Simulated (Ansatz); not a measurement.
Sc, response to strain

Base system: Sc in the hcp (Mg type) structure (space group P6_3/mmc, No. 194; a = 3.275 Å, c = 5.105 Å; relaxed with 0.1 eV smearing). Axes: x lies along a and z along c of the hexagonal cell.

Strains are applied to the cell and any free atomic positions relax; under biaxial strain the out-of-plane vector relaxes too; under stress the whole cell relaxes.

Computed with PBEsol (Ansatz, an electronic-structure program, PAW, no spin-orbit coupling).

```csv
variant,volume per atom,space group
base,23.71 Å³,P6_3/mmc (No. 194)
"biaxial strain −0.63 %, plane normal [001], relaxed out of plane",___,P6_3/mmc (No. 194)
isotropic strain +2.12 %,25.26 Å³,P6_3/mmc (No. 194)
"uniaxial stress, 5 GPa compression along x",___,Cmcm (No. 63)
```

### Question
Complete the table.

### Answer

- biaxial strain −0.63 %, plane normal [001], relaxed out of plane, volume per atom: 23.50 Å³
- uniaxial stress, 5 GPa compression along x, volume per atom: 23.10 Å³

Stability under load was not tested beyond the relaxation. All final runs are without spin polarisation.
